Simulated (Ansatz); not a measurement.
## Fluorite PbF₂ (high-temperature phase)

These are PBEsol (PAW; Ansatz, a quantum-chemistry and plane-wave program) values and carry that method's errors.

Numerical settings: plane-wave cutoff 520 eV, 8×8×8 k mesh, perturbation theory, force constants from a 4×4×4 q mesh, scalar-relativistic PAW data made under PBE.

Cell: relaxed at this level.

For fluorite PbF₂ (high-temperature phase), the electronic dielectric constant ε∞ comes out as 3.41. The static dielectric constant comes out as 29.3.

Spin–orbit coupling is not included; it can shift volumes and moduli of such heavy elements.

It cost roughly 11 core-minutes of CPU time.
